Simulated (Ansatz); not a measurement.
The parent structure is La in the diamond structure (space group Fd-3m, No. 227; a = 6.6795 Å; a hypothetical phase, not in the database extracts checked).

(Cell as relaxed with PBE.)

Levels (all Ansatz, a first-principles code, PAW): PBE (420 eV, no SOC); PBEsol (420 eV, no spin-orbit coupling).

Each level relaxes its own structure.

```
quantity                  PBE    PBEsol
-------------------  --------  --------
volume per atom      37.25 Å³  35.34 Å³
lattice parameter a   6.680 Å   6.563 Å
band gap                 zero      zero
```

PBE's volume per atom lies 1.91 Å³ above PBEsol's (5.4 %); PBE's lattice parameter a lies 0.1163 Å above PBEsol's (1.8 %); the two agree on the band gap. Neither level is exact; PBEsol is the comparison here, not a measurement.

Stability against distortions was not tested.
